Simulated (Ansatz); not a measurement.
Consider ZnS in the wurtzite structure (space group P6_3mc, No. 186; a = 3.782 Å, c = 6.208 Å).

Levels (all Ansatz, an electronic-structure program, PAW): PBEsol (420 eV, scalar-relativistic without spin-orbit coupling); r2SCAN (500 eV, spin-orbit coupling left out).

Its gap is 2.15 eV with PBEsol and 2.87 eV with r2SCAN.

Now apply this change: Cd takes the place of Zn on all its sites; the structure is relaxed again.

With PBEsol the gap becomes 1.09 eV.

Task: If the r2SCAN correction stayed the same, what would the r2SCAN gap be, and what does the r2SCAN run give?

Result: A rigid correction of +0.72 eV gives 1.81 eV. The r2SCAN run gives 1.70 eV, so the correction itself changes by -0.11 eV.

Single points use the geometry relaxed with PBEsol. Whether these cells are dynamically stable was not tested.
